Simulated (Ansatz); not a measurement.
A dielectric-response calculation of Ba2H3I (P-3m1, 6 atoms in the cell) with Ansatz (a quantum-chemistry and plane-wave program).

Computed with LDA (PW92), default PAW files made with PBE (plane waves; Ansatz).

```yaml
crystal:
  lattice:
    - [4.51372, 0.00000, 0.00000]
    - [-2.25686, 3.90899, 0.00000]
    - [0.00000, 0.00000, 8.07895]
  atoms:
    - { symbol: Ba, position: [0.66667, 0.33333, 0.68472] }
    - { symbol: Ba, position: [0.33333, 0.66667, 0.31528] }
    - { symbol: H, position: [0.66667, 0.33333, 0.35610] }
    - { symbol: H, position: [0.33333, 0.66667, 0.64390] }
    - { symbol: H, position: [0.00000, 0.00000, 0.50000] }
    - { symbol: I, position: [0.00000, 0.00000, 0.00000] }
```

Reference input (self-consistent single point, DFT, LDA (PW92), plane waves, default PAW files made with PBE): basis.ecutwfc = 420 eV; kpoints.mp_grid.grid = 6 6 3; hamiltonian.xc = lda; hamiltonian.pseudopotentials = {kind: paw} (the program's default PAW files); scf.occupations.method = fixed. This run's input differs from it in these lines:

Ansatz 0.2 input:
```diff
@@ -13,3 +13,3 @@
 basis:
-  ecutwfc: 420.0 eV
+  ecutwfc: 335.0 eV
 kpoints:
@@ -21,6 +21,3 @@
   occupations: { method: fixed }
-output:
-  forces: true
-  eigenvalues: true
-  stress: true
+dielectric: {}
```

Output (repeated stretches shortened):

```
SCF iter   1: F=—  HF=-18967.433254 eV  |F-HF|=—  |Δ(HF+E_count)|=         —  Δρ=8.63e-3  dr2=9.01e-2  ethr=1.77e-3  ⟨swp⟩=5.8  Hψ=3772  notcnv=0  defer=120
all-band conjugate gradients solve this SCF's bands
preconditioner: auto → Resta (q_TF=auto, 2.208 Å⁻¹)
SCF iter   2: F=—  HF=-18967.407625 eV  |F-HF|=—  |Δ(HF+E_count)|=   2.56e-2  Δρ=3.46e-3  dr2=1.44e-2  ethr=2.25e-4  ⟨swp⟩=2.0  Hψ=1338  notcnv=0  defer=135
   [... lines left out ...]
SCF iter   5: F=—  HF=-18967.403813 eV  |F-HF|=—  |Δ(HF+E_count)|=   4.54e-6  Δρ=1.82e-5  dr2=4.03e-7  ethr=3.37e-8  ⟨swp⟩=2.0  Hψ=1470  notcnv=0  defer=133
SCF iter   6: F=—  HF=-18967.403813 eV  |F-HF|=—  |Δ(HF+E_count)|=   3.47e-7  Δρ=3.72e-6  dr2=1.47e-8  ethr=1.01e-9  ⟨swp⟩=2.3  Hψ=1153  notcnv=0  defer=133
SCF iter   7: F=—  HF=-18967.403813 eV  |F-HF|=—  |Δ(HF+E_count)|=   1.00e-8  Δρ=6.50e-7  dr2=1.06e-9  ethr=3.67e-11  ⟨swp⟩=2.3  Hψ=1254  notcnv=0  defer=133
SCF iter   8: F=-18967.403813 eV  HF=-18967.403813 eV  |F-HF|=7.28e-12  |Δ(HF+E_count)|=  1.27e-10  Δρ=1.72e-7  dr2=5.90e-11  ethr=1.00e-12  ⟨swp⟩=12.9  Hψ=5580  notcnv=0
SCF 1 converged in 8 iterations: F = -18967.403813 eV  dr2 = 5.90e-11
DFPT response loops at Γ: preconditioner auto → Resta (q_TF=auto, 2.208 Å⁻¹)  ε∞=5.3 (no band partly filled) …
── the response to a field inside a basis, on 6×6×4 k-points: an SCF that follows is theirs, and a resumed run solves both again ──
Crystal: 6 atoms, lattice volume = 142.546 Å³
Bands: 21, of which v1, the nominal top of the filled ones, is band 20 counted from 1 (19 counted from 0)
k-points: 42 of 144 (irreducible under 4 space group operations)
Initial density: handed on by an earlier stage of this run
Initial wavefunctions: pseudopotential atomic-orbital guess (no wavefunctions were taken with the density)
   [... lines left out ...]
Free energy (F): -18967.403813 eV
Fermi energy:    6.470418 eV
   [... lines left out ...]
         0.00000    0.00000   -0.93261
    site 5:
        -1.12397    0.00000    0.00000
         0.00000   -1.12397    0.00000
         0.00000    0.00000   -1.55952
  Z* charge neutrality: 8.212e-3 e pre-enforcement
  solved inside a basis spanned on kpoints, on 6×6×4 k-points, its susceptibility summed on 14×14×6: ε∞ is read to err by 1.7e-2, Z* by 2.3e-2 e (field_mesh …
```

The run converged in 12 iterations. 

Summary of the result:
```
Item                                                                                                                                     Value
----------------------------------------------------------------------------------------  ----------------------------------------------------
Free energy E − TS (on the zero of these files)                                                                                 -18967.4038 eV
Top of the valence band (on the code's own zero)                                                                                       6.47 eV
Gap on the k-point mesh                                                                                                                2.15 eV
ε∞ at this k-point mesh, which may be far from converged in small-gap cells (xx, yy, zz)                                      4.86, 4.86, 4.53
Born charges at this mesh (mean of the diagonal, e)                                       Ba 2.31, Ba 2.31, H -1.08, H -1.08, H -1.18, I -1.27
```

The starting cell comes from a database of computed structures (which also holds hypothetical and non-ambient phases and stackings), without a prior relaxation at this level. Its lattice was rescaled by up to half a per cent. Spin-orbit coupling is off. The cutoff lies below the one recommended for these files.

Cost on one core of a shared machine: roughly 3 min.
